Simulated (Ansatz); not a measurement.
Base system: LiCl in the rock salt structure (space group Fm-3m, No. 225; a = 5.112 Å). Axes: x, y, z lie along the cube axes.

Calculations: Ansatz (a quantum-chemistry and plane-wave program), r2SCAN, PAW, cutoff 500 eV, without spin-orbit coupling.

Base values:

| Property | Result |
|---|---|
| Electron mass | 0.47 mₑ (at Γ) |
| Shortest interatomic distance | 2.556 Å |
| Band gap | 7.29 eV |

Perturbation: uniaxial stress, 8 GPa compression along z; all other stress components relax to zero.

Q: How does this affect the electron mass?

A: The electron mass changes from 0.47 mₑ (at Γ) to 0.52 mₑ along z, 0.44 mₑ across (at Γ).

Q: Predict the new valence-band top at Γ.

A: The valence-band top at Γ (three highest levels, from the VBM) comes out as 0.00, 0.00, -0.50 eV.

Q: How does this affect the shortest interatomic distance?

A: The shortest interatomic distance shrinks by 0.242 Å to 2.314 Å.

Q: What happens to the band gap?

A: The band gap rises by 0.04 eV to 7.33 eV.

Q: How does this affect the energy relative to the base?

A: The energy increases by 35 meV/atom.

Load acts through the strain it causes; cell and atoms are relaxed under it. Masses are band curvatures over ±0.01 Å⁻¹ around the edge. Beyond what the load breaks, stability against distortions was not tested.
